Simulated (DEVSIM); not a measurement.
Device: Al/AlN/p-In0.53Ga0.47As capacitor, at 300 K.

Layer 1 from the left is AlN, thickness (nm) 21.0. Layer 2 from the left is In0.53Ga0.47As, thickness (nm) 3000, Na (cm⁻³) 3.5e16.

Metal gate on the left, work function 4.1 eV. Fixed charge at the semiconductor interface 1.7e10 cm⁻² (in units of +e); no interface traps.

Constants are typed, rounded textbook-type inputs, not results; the design itself was drawn at random and stands for no fabricated device. Values at 300 K.

AlN: gap (eV) 6.1, affinity (eV) 1.9, permittivity 8.5. In0.53Ga0.47As: gap (eV) 0.74, affinity (eV) 4.51, permittivity 13.9, Nc (cm⁻³) 2.1e17, Nv (cm⁻³) 7.7e18.

Question: Estimate by hand the flat-band voltage, the threshold voltage, and compare with a numerical solution.

Answer: 
- Flat-band voltage: C = 0.358 μF/cm², work-function difference -1.011 V; VFB = φms − qNf/C = -1.02 V; numerical -1.02 V.
- Threshold voltage: φF = 0.277 V, depletion charge √(4εqNφF) = 8.75e-8 C/cm²; VT = VFB + 2φF + Qd/C = -0.22 V; numerical -0.22 V.

Model (solved in DEVSIM): 1D Poisson equation in equilibrium, Boltzmann statistics, complete ionisation; no quantum confinement or tunnelling. Metal contacts follow the ideal Schottky-Mott rule: no Fermi-level pinning, no interface dipoles.
